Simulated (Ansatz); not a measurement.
An Ansatz (a quantum-chemistry and plane-wave program) input (Kohn–Sham DFT with the r2SCAN functional, run in Ansatz with PAW and 500 eV plane waves, no spin-orbit coupling):

Ansatz 0.2 input:
```yaml
crystal:
  lattice:
    - [4.213313548, 0, 0]
    - [0, 4.213313548, 0]
    - [0, 0, 4.213313548]
  atoms:
    - { symbol: Ba, position: [0, 0, 0] }
    - { symbol: Ti, position: [0.5, 0.5, 0.5] }
    - { symbol: O, position: [0, 0.5, 0.5] }
    - { symbol: O, position: [0.5, 0.5, 0] }
    - { symbol: O, position: [0.5, 0, 0.5] }
basis: { ecutwfc: 500, ecutrho_ratio: 4, xc_grid: 4, fft_grid_basis: typed }
kpoints: { mp_grid: { grid: [8, 8, 8] } }
hamiltonian:
  xc: r2scan
  dispersion: none
  pseudopotentials: { kind: paw }
scf: { occupations: { method: fermi_dirac, width: 0.05 }, convergence: { dr2_threshold: 0.0000000005 } }
relax: { f_tol: 0.005, max_steps: 50 }
output: { forces: true, stress: true }
checkpoint: { write: state.ck, write_every: 1000 }
```

Problem. Which symmetry and how many k-points will the program report, and about how many plane waves at Γ?

Solution. Space group Pm-3m (ITA 221) with 48 operations, k-points 35 of 512, and 1935 plane waves at Γ.

Problem. And the final pressure?

Solution. -20.22 GPa (compression positive).

The cells carry an imposed strain or load. Stability against distortions was not tested. The final runs are not spin-polarised. The cell was made from BaTiO3 in the cubic perovskite structure (space group Pm-3m, No. 221) by this change: isotropic strain +5.49 %. Many cubic perovskites are stable only at high temperature; tilts and polar distortions were not tested. This is not the structure that BaTiO3 has at room temperature and ambient pressure.
